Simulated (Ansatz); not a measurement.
**InSb under a change: biaxial strain −0.81 %, plane normal [001], relaxed out of plane**

The reference is InSb in the zinc blende structure (space group F-43m, No. 216; a = 6.5573 Å). Axes: x, y, z lie along the cube axes.

Now apply this change: biaxial strain −0.81 %, plane normal [001], relaxed out of plane (Cartesian); in-plane vectors clamped, the third vector and the atoms free.

Computed with r2SCAN/PAW in Ansatz (a first-principles code), no spin-orbit coupling, earlier PAW set. Γ-centred 12×12×12 mesh, Fermi–Dirac width 0.05 eV.

The space group changes from F-43m (No. 216) to I-4m2 (No. 119) and the shortest interatomic distance decreases by 0.007 Å (2.839 Å → 2.832 Å). The energy goes up by 0.9 meV/atom and the pressure (mean of the normal stresses, compression positive) goes from zero to 0.3 GPa. The band gap stays zero and the valley order (the lowest conduction-band minima on the path, energy above the VBM, named in the base's zone) becomes Γ 0.04 eV; L along [111] 0.75 eV; a point along [010], about 0.8 Å⁻¹ from Γ 1.40 eV; a point along [001], about 0.8 Å⁻¹ from Γ 1.53 eV (base: Γ 0.02 eV; L along ⟨111⟩ 0.77 eV; a point along ⟨100⟩, about 0.8 Å⁻¹ from Γ 1.48 eV). The out-of-plane strain is +0.86 % (rough).

Without a gap, meshes like the base's 12×12×12 leave anisotropic stresses uncertain by several tenths of a GPa, and small strain energies with them. Spin-orbit coupling, missing from the scalar runs, can matter with Sb. No phonon test of stability was made. The final runs are not spin-polarised. Gaps under 0.05 eV, about the width of the smearing, are given as zero. A zero or small gap of InSb can be the functional's error rather than a property of the material.
